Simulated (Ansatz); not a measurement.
The parent structure is SrO in the rock salt structure (space group Fm-3m, No. 225; a = 5.160 Å). Axes: x, y, z lie along the cube axes.

The values are results of Ansatz (a first-principles code), r2SCAN, PAW, cutoff 500 eV, no spin-orbit coupling, earlier PAW set, not measurements.

Free-standing slabs (2 atom(s) a layer) normal to the z axis with 15 Å of vacuum; in-plane cell held at bulk.

One change was made to it. Results:

| quantity | base | after |
|---|---|---|
| shortest interatomic distance | 2.580 Å | 2.501 Å |
| gap character | – | direct at Γ |
| excess energy per area of both faces (slab less bulk energy over the cell's area: twice a surface energy) | – | 1.27 J/m² |

### Question
Which of these changes matches the shifts?
A. 2 layers
B. 4 layers
C. 5 layers
D. 7 layers
E. 3 layers

### Answer
E, 3 layers. For comparison, the shortest interatomic distance in the other runs: 4 layers gives 2.486 Å; 5 layers gives 2.488 Å; 2 layers gives 2.429 Å; 7 layers gives 2.489 Å.

The excess energy carries the mismatch between the slab's and the bulk's meshes. No phonon test of stability was made. Labels are those of the standard path for the cell's own space group.
